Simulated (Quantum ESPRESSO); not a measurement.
Sensitivity of a calculation on Sr3Mg (P6_3/mmc, 8 atoms in the cell) to its settings

```cif
data_Mg2Sr6
_chemical_formula_sum 'Sr6 Mg2'
_space_group_name_H-M_alt 'P 1'
_space_group_IT_number 1
_cell_length_a 7.97093
_cell_length_b 7.97093
_cell_length_c 6.47083
_cell_angle_alpha 90.000
_cell_angle_beta 90.000
_cell_angle_gamma 120.000
loop_
_space_group_symop_operation_xyz
  'x, y, z'
loop_
_atom_site_label
_atom_site_type_symbol
_atom_site_fract_x
_atom_site_fract_y
_atom_site_fract_z
_atom_site_occupancy
Sr1 Sr 0.82897 0.65794 0.25000 1
Sr2 Sr 0.17103 0.34206 0.75000 1
Sr3 Sr 0.17103 0.82897 0.75000 1
Sr4 Sr 0.82897 0.17103 0.25000 1
Sr5 Sr 0.34206 0.17103 0.25000 1
Sr6 Sr 0.65794 0.82897 0.75000 1
Mg1 Mg 0.33333 0.66667 0.25000 1
Mg2 Mg 0.66667 0.33333 0.75000 1
```

Base run A: PBEsol, GBRV 1.5 ultrasoft (PBESOL) pseudopotentials (Quantum ESPRESSO 7.5), self-consistent single point.

Its settings: ecutwfc = 40 Ry; ecutrho = 200 Ry; occupations = smearing; smearing = fd; degauss = 0.0099958 Ry; potentials = {Sr: sr_pbesol_v1.uspp.F.UPF, Mg: mg_pbesol_v1.4.uspp.F.UPF}; K_POINTS = automatic 3 3 3 0 0 0; conv_thr = 1e-09 Ry.

The starting cell comes from a database of computed structures (which also holds hypothetical and non-ambient phases and stackings), without a prior relaxation at this level.

ΔF is the free energy per atom less that of run A. A dash stands where there is no value to compare (another energy zero or no entropy term, no result, no spin, no clean gap, or a mesh too coarse for one). Total energies depend on the potentials, the functional and any Hubbard or dispersion term, so they are compared only between runs that share all of them.

Runs:
- B: ecutwfc: 40 Ry → 85 Ry; ecutrho: 200 Ry → default; pseudopotentials: {Sr: sr_pbesol_v1.uspp.F.UPF, Mg: mg_pbesol_v1.4.uspp.F.UPF} → {Sr: Sr.upf, Mg: Mg.upf}
- C: ecutwfc: 40 Ry → 46 Ry; ecutrho: 200 Ry → 230 Ry
- D: nbnd: default → 41
- E: degauss: 0.0099958 Ry → 0.0073499 Ry; K_POINTS: automatic 3 3 3 0 0 0 → automatic 2 2 2 0 0 0
- F: conv_thr: 1e-09 Ry → 7.3e-14 Ry
- G: diagonalization: default → cg
- H: ecutrho: 200 Ry → 320 Ry; pseudopotentials: {Sr: sr_pbesol_v1.uspp.F.UPF, Mg: mg_pbesol_v1.4.uspp.F.UPF} → {Sr: Sr_pbe_v1.uspp.F.UPF, Mg: Mg.pbe-n-kjpaw_psl.0.3.0.UPF}; input_dft: default → pbesol

```tsv
run	ΔF (meV/atom)	pressure (GPa)	largest force (eV/Å)	k-points	valence electrons
A	0.00	-0.60	0.014	6	80
B	–	-0.59	0.014	6	80
C	-0.99	-0.60	0.014	6	80
D	10.7	-0.64	0.045	6	80
E	15.0	-0.68	0.044	4	80
F	0.00	-0.61	0.014	6	80
G	0.00	-0.61	0.015	6	80
H	–	-0.61	0.015	6	64
```

Run C against A: The free energy hardly moves (within 1 meV/atom), the pressure stays at -0.60 GPa and the largest force stays at 0.014 eV/Å.

Run H against A: The pressure moves little (-0.60 to -0.61 GPa) and the largest force hardly changes (0.014 to 0.015 eV/Å).
